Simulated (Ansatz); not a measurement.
The reference is Cu3N (space group Pm-3m, No. 221; a = 3.765 Å). Axes: x, y, z lie along the cube axes.

Perturbation: the cell is stretched by 2.76 % along y with no lateral relaxation; the atoms relax in the strained cell.

Levels (all Ansatz, an electronic-structure program, PAW, earlier PAW set): PBEsol (420 eV, no SOC); PBEsol+SOC (420 eV, spin-orbit coupling included).

The geometry is relaxed with PBEsol.

```
Property           Result
---------------  --------
PBEsol band gap   0.10 eV
PBEsol pressure  -3.2 GPa
```

Predict the band gap and pressure from PBEsol+SOC.

The band gap becomes zero (PBEsol: 0.10 eV); the pressure is nearly the same (-3.2 GPa against -3.3 GPa).

Single points use the geometry relaxed with PBEsol. The spin-orbit shifts are approximate. Whether these cells are dynamically stable was not tested. The runs without spin-orbit coupling are not spin-polarised. Gaps under 0.05 eV, about the width of the smearing, are given as zero. The zero or small gap of Cu3N can change with the level of theory.
